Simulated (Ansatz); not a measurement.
For TaBr₅ (C2/m, No. 12), LDA in Ansatz (PAW) gives:

- cohesive energy = 4.12 eV/atom
- band gap = 1.81 eV

Task: What does r²SCAN in Ansatz (plane waves, PAW) give for the same quantities?

Result: 
- cohesive energy: 3.51 eV/atom (decreases by 0.61 eV/atom)
- band gap: 2.28 eV (goes up by 0.47 eV)

Changes are worked out from the printed values.

Unless a cell is named, each level is at its own relaxed cell.

Levels without +SOC leave out spin–orbit coupling, which shifts energies and cells of such heavy elements.

Levels without +SOC have no spin–orbit coupling; where heavier elements are present it shifts gaps, mostly down, and can invert bands. Density-functional gaps are differences of (generalised) Kohn–Sham levels.

Caveats: LDA has no dispersion term either, though it tends to give short spacings of layers, chains or molecules (LDA); for a layered or molecular solid the relaxed cell lies over 5 % above the published volume, where the minimum can be shallow (r²SCAN); the cell comes from a level without a dispersion term, which matters for the spacing of layers, chains or molecules (r²SCAN). Ansatz's density-functional and Hartree–Fock values are scalar-relativistic unless marked +SOC, with PAW data made under PBE.

Ansatz is a quantum-chemistry and plane-wave program.
